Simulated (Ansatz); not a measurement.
CsCl-type FeAl, treated with PBEsol (PAW; Ansatz, an electronic-structure program).

Numerical settings: plane-wave cutoff 520 eV, 16×16×16 k mesh, Fermi–Dirac smearing 0.1 eV, perturbation theory, force constants from a 4×4×4 q mesh, no spin polarisation, scalar-relativistic PAW data made under PBE.

**Question.** Estimate the zone-centre TO phonon frequency and zero-point energy that the calculation returns.

**Answer.** 
- zone-centre TO phonon frequency = 362 cm⁻¹
- zero-point energy = 0.050 eV/atom
